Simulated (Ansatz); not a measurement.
CaIn (Pm-3m), PBEsol, DFPT electron-phonon coupling, linearised Boltzmann equation (Ansatz, an electronic-structure program): phonon-limited resistivity 19.6 μΩ·cm at 300 K, current-weighted mean free path 7.0 nm.

Problem. Estimate the resistivity of a 40 nm square wire with diffuse walls from ρ ≈ ρ₀(1 + 3ℓ/4d).

Solution. 1 + 0.75 × 7.0/40 = 1.13, so ρ ≈ 22.2 μΩ·cm and a line 1 μm long has 139 Ω. The formula is the free-electron limit for d well above ℓ; grain boundaries add to it.

Problem. What is the classical skin depth at 10 GHz (nonmagnetic, μ₀ = 1.257×10⁻⁶ H/m)?

Solution. δ = √(ρ/(π f μ₀)) = 2230 nm.

A metal at this level (no band gap). Only scattering by harmonic phonons is included (no impurities, grain boundaries, electron-electron scattering or thermal expansion). Spin-orbit coupling is left out. The squared frequency of the phonon mode least converged on the k mesh is uncertain by about 26 %. Halving the electron mesh (24x24x24) moves the resistivity by up to 8 % at 300 K, the mean free path by up to 6 %. Smearing 0.20 eV; phonons on a 4x4x4 q mesh, which this run doesn't test.

Computed structure with no diffraction record at hand here (it may be known, metastable or hypothetical): CaIn (Pm-3m).
